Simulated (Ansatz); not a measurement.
# What 1 layer does to MoSe2

The reference is MoSe2 in the 2H-MoS2 type structure (space group P6_3/mmc, No. 194; a = 3.2770 Å, c = 12.7310 Å; layered, stacked along the Cartesian z axis).

The change: a free-standing slab of 1 layer (3 atoms, 3 a layer) is cut normal to the stacking axis, with 15 Å of vacuum and the in-plane cell relaxed.

Method: plane-wave PAW DFT at the PBE-D3(BJ) level (Ansatz, a quantum-chemistry and plane-wave program, 420 eV), no spin-orbit coupling, earlier PAW set. k-mesh 12×12×1 (Γ-centred); smearing 0.05 eV (Fermi–Dirac), for the changed cell.

```csv
quantity,base,changed,shift
layer's space group (with vacuum),–,P-6m2 (No. 187),–
shortest interatomic distance,2.526 Å,2.529 Å,+0.003 Å
band gap,0.74 eV,1.55 eV,+0.81 eV
gap character,–,direct at K,–
electron mass (in plane),–,0.56 mₑ (at K),–
hole mass (in plane),–,0.65 mₑ (at K),–
excess energy per area of both faces (slab less bulk energy over the cell's area: twice a surface energy),–,0.56 J/m²,–
thickness between the outermost nuclei,–,3.35 Å,–
in-plane lattice parameter a,3.277 Å,3.282 Å,+0.005 Å
```

Final structure:

```
CELL_PARAMETERS angstrom
      3.28235     0.00000     0.00000
      1.64118     2.84260     0.00000
      0.00000     0.00000    18.34781
ATOMIC_POSITIONS crystal
  Se 0.66667 0.66667 0.40873
  Mo 0.33333 0.33333 0.50000
  Se 0.66667 0.66667 0.59127
```

Cost of the whole job for the changed cell (relaxation, final SCF and bands): around 30 core-seconds (rough).

Slab and bulk use different k-meshes, which limits the precision of the excess energy. Masses are band curvatures over ±0.01 Å⁻¹ around the edge. No phonon test of stability was made. k-point labels follow each cell's own Brillouin zone.
